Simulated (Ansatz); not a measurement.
# Effect of Ru → Os on Ru

Base system: Ru in the hcp (Mg type) structure (space group P6_3/mmc, No. 194; a = 2.706 Å, c = 4.262 Å).

Now apply this change: full substitution Ru → Os, then cell and atoms are relaxed.

The values are results of Kohn–Sham DFT with the r2SCAN functional, run in Ansatz (a program for electronic structure) with PAW and 500 eV plane waves, no spin-orbit coupling, earlier PAW set, not measurements. k-mesh 19×19×11 (Γ-centred); smearing 0.05 eV (Fermi–Dirac), for the changed cell.

```yaml
volume_per_atom: 14.02 Å³ (base 13.51 Å³)
density: 22.53 g/cm³ (base 12.42 g/cm³)
lattice_parameter_a: 2.739 Å (base 2.706 Å)
c/a ratio: 1.576 (base 1.575)
shortest_interatomic_distance: 2.676 Å (base 2.642 Å)
band_gap: zero (base zero)
```

Final structure:

```xyz
2
Lattice="2.7389 0.0000 0.0000 -1.3694 2.3719 0.0000 0.0000 0.0000 4.3168" Properties=species:S:1:pos:R:3 pbc="T T T"
Os     0.0000     1.5813     3.2376
Os     1.3694     0.7906     1.0792
```

No phonon test of stability was made. The final runs are not spin-polarised.
